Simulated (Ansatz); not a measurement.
The starting structures come from a database of crystals and need not be the phases stable at ambient conditions.

 Where the default PAW files enter, the runs use the earlier of Ansatz's two default sets.

Data:

```
FeAsSe
1.0
    5.83567     0.00000     0.00000
    0.00000     5.93464     0.00000
    0.00000     2.29008     5.43011
Fe As Se
4 4 4
Direct
  0.00038   0.70888   0.27562
  0.99962   0.29112   0.72438
  0.50038   0.79112   0.72438
  0.49962   0.20888   0.27562
  0.63667   0.62242   0.14268
  0.36333   0.37758   0.85732
  0.13667   0.87758   0.85732
  0.86333   0.12242   0.14268
  0.36895   0.82150   0.34440
  0.63105   0.17850   0.65560
  0.86895   0.67850   0.65560
  0.13105   0.32150   0.34440
```

Space group of this cell: P2_1/c. The cell is taken as given.

Transport runs along the normal of the first two printed cell vectors.

No gap correction and no spin-orbit coupling; mid-gap values are interpolated between computed energies.

**Question.** Compute, with r2SCAN run with Ansatz (an electronic-structure program), the band gap and the smallest decay constant κ at mid-gap.

**Answer.** Gap 0.56 eV on a 6×6×6 mesh; κ = 0.236 1/Å, at (0.500, 0.333) of the in-plane reciprocal vectors. At the zone centre, at the nearest computed energy, the slowest state has κ = 0.26 1/Å.
